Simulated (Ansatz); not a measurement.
Cells marked so need not be the phases stable at ambient conditions, and some may be hypothetical.

The gap is the functional's own. No spin-orbit coupling. Mid-gap values are interpolated on the energy grid.

A. Si$_{3}$N$_{4}$ (P31c, not sure to be the ambient phase, 28 atoms a cell, 10.4 Å³ an atom), along the normal of (100)
B. AlGaN2 (P3m1, not sure to be the ambient phase, 4 atoms a cell, 10.9 Å³ an atom), along the normal of (001)
C. SiO$_{2}$ (P3_221, 9 atoms a cell, 12.6 Å³ an atom), along the normal of (001)
D. Li$_{2}$O$_{2}$ (P6_3/mmc, not sure to be the ambient phase, 8 atoms a cell, 7.9 Å³ an atom), along the normal of (001)

### Question
Rank these by mid-gap decay constant of the slowest evanescent state (lowest first), as r2SCAN in Ansatz (an electronic-structure program) gives it.

### Answer
B (0.23 1/Å), D (0.33 1/Å), A (0.40 1/Å), C (0.52 1/Å)
